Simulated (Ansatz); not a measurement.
Here is the system:

```xyz
10
Lattice="2.3706 1.3686 4.3093 -2.3706 1.3686 4.3093 0.0000 -2.7373 4.3093" Properties=species:S:1:pos:R:3 pbc="T T T"
Al     0.0000     0.0000     8.3768
Al     0.0000     0.0000     1.9129
Al     0.0000     0.0000     4.5510
Al     0.0000     0.0000    11.0150
O      0.7249     1.4818     5.3866
O     -1.6457    -0.1132     5.3866
O     -0.7249    -1.4818     7.5412
O     -0.9209     1.3686     7.5412
O      1.6457     0.1132     7.5412
O      0.9209    -1.3686     5.3866
```

No spin polarisation.

The values are results of LDA (Ansatz, a program for electronic structure, PAW, without spin-orbit coupling), not measurements. Γ-centred 9×9×9 mesh, Fermi–Dirac width 0.05 eV.

**Question.** Predict the gap character and valence-band top at Γ.

**Answer.** 
- Gap character: direct at Γ
- Valence-band top at Γ (three highest levels, from the VBM): 0.00, -0.04, -0.04 eV

Load acts through the strain it causes; cell and atoms are relaxed under it. Stability against distortions was not tested. The cell was made from Al$_{2}$O$_{3}$ in the corundum structure (space group R-3c, No. 167) by this change: pressure −2 GPa.
